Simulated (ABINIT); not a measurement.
Worked example: self-consistent single point of PdIn (Pm-3m, 2 atoms in the cell) in ABINIT.

Method: PBE, PAW (JTH v2.0 PBE PAW) (plane waves; ABINIT).

The change in words: lattice scaled by 0.98. Reference geometry:
```
CELL_PARAMETERS angstrom
      3.25000     0.00000     0.00000
      0.00000     3.25000     0.00000
      0.00000     0.00000     3.25000
ATOMIC_POSITIONS crystal
  In 0.50000 0.50000 0.50000
  Pd 0.00000 0.00000 0.00000
```

Reference input (self-consistent single point, DFT, PBE, plane waves, PAW (JTH v2.0 PBE PAW)): pseudos = [In.GGA_PBE-JTH.xml, Pd.GGA_PBE-JTH.xml]; ecut = 48 Ry; pawecutdg = 96 Ry; pawxcdev = 0; occopt = 3; tsmear = 0.00367493 Ha; ngkpt = 8 8 8; nshiftk = 1; shiftk = 0 0 0; potentials = JTH v2.0 PBE PAW; nband = 22; kptopt = 1. This run's input differs from it in these lines:

```diff
@@ -3,3 +3,3 @@
 pseudos "In.GGA_PBE-JTH.xml, Pd.GGA_PBE-JTH.xml"
-acell 3.2500000000 3.2500000000 3.2500000000 Angstrom
+acell 3.1850000000 3.1850000000 3.1850000000 Angstrom
 rprim
@@ -13,3 +13,3 @@
 xcart
-         1.6250000000    1.6250000000    1.6250000000
+         1.5925000000    1.5925000000    1.5925000000
          0.0000000000    0.0000000000    0.0000000000
```

Log, with long lists cut:

```
--- !BeginCycle
solver: {iscf: 17, nstep: 80, nline: 4, wfoptalg: 10, }
tolerances: {tolvrs: 1.00E-12, }
...

     iter   Etot(hartree)      deltaE(h)  residm     nres2
 ETOT  1  -178.93559899559    -1.789E+02 6.795E+01 5.234E+01
 ETOT  2  -186.86015375885    -7.925E+00 2.377E-01 1.415E+01
 ETOT  3  -186.88297695425    -2.282E-02 8.478E-02 4.215E+00
 ETOT  4  -186.89115417259    -8.177E-03 2.342E-02 3.294E+00
 ETOT  5  -186.88902400904     2.130E-03 1.622E-02 8.502E-01
   [... 18 lines left out ...]
 ETOT 24  -186.88824702078    -2.615E-12 2.370E-05 3.655E-11
 ETOT 25  -186.88824702078     1.705E-13 1.144E-05 3.039E-11
 ETOT 26  -186.88824702078     5.684E-13 1.221E-05 5.310E-12
 ETOT 27  -186.88824702078    -4.832E-13 7.089E-06 4.138E-13
 At SCF step   27       nres2   =  4.14E-13 < tolvrs=  1.00E-12 =>converged.

 Cartesian components of stress tensor (hartree/bohr^3)
  sigma(1 1)= -5.76431079E-04  sigma(3 2)=  0.00000000E+00
  sigma(2 2)= -5.76431079E-04  sigma(3 1)=  0.00000000E+00
  sigma(3 3)= -5.76431079E-04  sigma(2 1)=  0.00000000E+00

 ----iterations are completed or convergence reached----

 reduced coordinates (array xred) for    2 atoms
       0.500000000000      0.500000000000      0.500000000000
       0.000000000000      0.000000000000      0.000000000000
 cartesian forces (eV/Angstrom) at end:
    1     -0.00000000000000    -0.00000000000000    -0.00000000000000
    2     -0.00000000000000    -0.00000000000000    -0.00000000000000
 frms,max,avg= 0.0000000E+00 0.0000000E+00   0.000E+00  0.000E+00  0.000E+00 e/A
   [... lines left out ...]
 Fermi (or HOMO) energy (hartree) =   0.41616   Average Vxc (hartree)=  -0.45552
   [... lines left out ...]
'-kT*entropy'       : -8.76245566562941E-04
total_energy        : -1.86888246421278E+02
total_energy_eV     : -5.08548781229167E+03
...

-Cartesian components of stress tensor (GPa)         [Pressure=  1.6959E+01 GPa]
- sigma(1 1)= -1.69591850E+01  sigma(3 2)=  0.00000000E+00
- sigma(2 2)= -1.69591850E+01  sigma(3 1)=  0.00000000E+00
- sigma(3 3)= -1.69591850E+01  sigma(2 1)=  0.00000000E+00

 Calculation completed.
```

The run converged in 27 iterations. Against the reference run the free energy goes up by 72.4 meV/atom and the pressure goes from 6.33 to 16.96 GPa.

The starting cell has typed, rounded lattice constants, without a prior relaxation at this level. For this run, on top of that: lattice scaled by 0.98. Spin polarisation is off. With a pressure of about 17 GPa the cell is away from its equilibrium volume at this level.

Cost on one core of a shared machine: roughly 80 s.
